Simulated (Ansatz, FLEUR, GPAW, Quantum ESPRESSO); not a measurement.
**Code comparison for AlCuNi6 (P4/mmm, 8 atoms in the cell)**

Self-consistent single point.

```yaml
crystal:
  lattice:
    - [3.54276, 0.00000, 0.00000]
    - [0.00000, 3.54276, 0.00000]
    - [0.00000, 0.00000, 7.09129]
  atoms:
    - { symbol: Al, position: [0.00000, 0.00000, 0.00000] }
    - { symbol: Cu, position: [0.00000, 0.00000, 0.50000] }
    - { symbol: Ni, position: [0.50000, 0.50000, 0.00000], spin: 2.0 }
    - { symbol: Ni, position: [0.50000, 0.50000, 0.50000], spin: 2.0 }
    - { symbol: Ni, position: [0.50000, 0.00000, 0.25060], spin: 2.0 }
    - { symbol: Ni, position: [0.50000, 0.00000, 0.74940], spin: 2.0 }
    - { symbol: Ni, position: [0.00000, 0.50000, 0.25060], spin: 2.0 }
    - { symbol: Ni, position: [0.00000, 0.50000, 0.74940], spin: 2.0 }
```
(The spins are starting values, not results.)

Shared settings, as Ansatz (a quantum-chemistry and plane-wave program) writes them: kpoints.mp_grid.grid = 3 3 2; scf.occupations.method = gaussian; scf.occupations.width = 0.0037 Ry. Potentials and cutoffs stand in the table.

| code | model | pressure (GPa) | largest force (eV/Å) | size of the net moment (μB/atom) | cutoff |
|---|---|---|---|---|---|
| GPAW | LDA (Perdew-Wang 92), GPAW PAW datasets LDA (gpaw-data 1.0.1) | -12.91 | 0.070 | 0.07 | 800 eV |
| Ansatz | LDA (PW92), PAW files made with PBE | -14.21 | 0.082 | 0.07 | 30.9 Ry |
| Quantum ESPRESSO | LDA (PZ), PSlibrary PAW (LDA) pseudopotentials | -13.94 | 0.083 | 0.07 | 55 Ry |
| FLEUR | LDA (Vosko-Wilk-Nusair), all-electron FLAPW (FLEUR), scalar-relativistic valence | – | 0.086 | 0.07 | Kmax 3.7 1/bohr |

A dash marks a value that a program does not give, or that is left out as unsure.

On Ansatz's run: the moments shrank to a small part of their start, a low-spin state that need not be the lowest. The program warned that a starting moment was not kept.

The spread over the programs that give each value: pressure within 1.30 GPa; largest force within 0.016 eV/Å; size of the net moment within 0.00 μB/atom.

FLEUR treats all electrons, but the usual bases taken here (sphere radii, linearisation, local orbitals, empty states) were not tested for convergence, so the values are no reference for the others. Ansatz's pressure is given at a fixed set of plane waves, as the other plane-wave codes print theirs; with its correction for the finite basis it is -14.14 GPa. The same LDA comes in different parametrisations, which differ slightly. In the pressure, GPAW (by 1.03) lies more than 1 GPa from the median of the plane-wave programs.

On the base mesh (5 5 3) the same programs gave: Ansatz pressure -13.38 GPa; Quantum ESPRESSO pressure -13.14 GPa; GPAW pressure -12.05 GPa.

The values differ from the base mesh's, so the mesh still matters here: the table compares the programs at equal settings.

The starting cell comes from a database of computed structures (which also holds hypothetical and non-ambient phases and stackings), without a prior relaxation at this level.

Left out of this page: SIESTA (failed or unconverged).

Keys are those of Ansatz 0.2.
